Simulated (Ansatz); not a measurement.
**BaCu2S2 (Pnma, No. 62)**

Computed with r²SCAN+rVV10 in Ansatz (PAW).

Settings: plane-wave cutoff 560 eV, 4×8×4 k mesh (along the axes of the cell as run), Fermi–Dirac smearing 0.01 eV, no spin polarisation, scalar-relativistic PAW data made under PBE.

Cell (relaxed at this level):

```cif
data_Ba4Cu8S8
_chemical_formula_sum 'Cu8 S8 Ba4'
_space_group_name_H-M_alt 'Pnma'
_space_group_IT_number 62
_space_group_name_Hall '-P 2ac 2n'
_cell_length_a 9.16789
_cell_length_b 4.00671
_cell_length_c 10.31283
_cell_angle_alpha 90.000
_cell_angle_beta 90.000
_cell_angle_gamma 90.000
loop_
_space_group_symop_operation_xyz
  'x, y, z'
  '-x, -y, -z'
  '-x+1/2, -y, z+1/2'
  'x+1/2, y, -z+1/2'
  'x+1/2, -y+1/2, -z+1/2'
  '-x+1/2, y+1/2, z+1/2'
  '-x, y+1/2, -z'
  'x, -y+1/2, z'
loop_
_atom_site_label
_atom_site_type_symbol
_atom_site_symmetry_multiplicity
_atom_site_Wyckoff_symbol
_atom_site_fract_x
_atom_site_fract_y
_atom_site_fract_z
_atom_site_occupancy
Cu1 Cu 4 c 0.05634 0.25000 0.11482 1
S1 S 4 c 0.48039 0.25000 0.16670 1
S2 S 4 c 0.15625 0.75000 0.04149 1
Cu2 Cu 4 c 0.08294 0.25000 0.54421 1
Ba1 Ba 4 c 0.23948 0.25000 0.82438 1
```

band gap: 1.28 eV
smallest direct gap on the k points sampled: 1.30 eV

Spin–orbit coupling is not included.

Computed values are for the static lattice.

Ansatz is a program for electronic structure.
